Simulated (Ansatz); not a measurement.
The starting structures come from a database of crystals and need not be the phases stable at ambient conditions.

The decay constant κ of evanescent states in the gap governs leakage through a thin film.

Input:

```xyz
15
Lattice="5.9988 0.0000 0.0000 0.0000 9.7549 0.0000 0.0248 4.8774 2.9095" Properties=species:S:1:pos:R:3 pbc="T T T"
Li     0.7645     1.7118     0.8115
Li     5.2591    12.9205     2.0980
Li     5.2591     6.5892     2.0980
Li     0.7645     8.0431     0.8115
Ca     2.9994     3.0749     0.0000
Ca     2.9994     6.6799     0.0000
Ca     0.0000     4.8774     0.0000
Si     4.0205     9.7549     0.6922
Si     2.0031     4.8774     2.2173
N      1.2693     6.3339     1.6552
N      4.7543     8.2984     1.2543
N      4.7543    11.2114     1.2543
N      1.2693     3.4209     1.6552
N      2.2115     9.7549     1.1202
N      3.8121     4.8774     1.7893
```

Space group of this cell: C2/m. The cell is taken as given; by PBEsol its mean pressure is -3.2 GPa.

Transport runs along the normal of the first two printed cell vectors.

No gap correction and no spin-orbit coupling; mid-gap values are interpolated between computed energies.

Q: Compute, with PBEsol in Ansatz (a quantum-chemistry and plane-wave program), the band gap and the smallest decay constant κ at mid-gap.

A: Gap 2.26 eV on a 6×10×10 mesh; κ = 0.277 1/Å, at the zone centre.
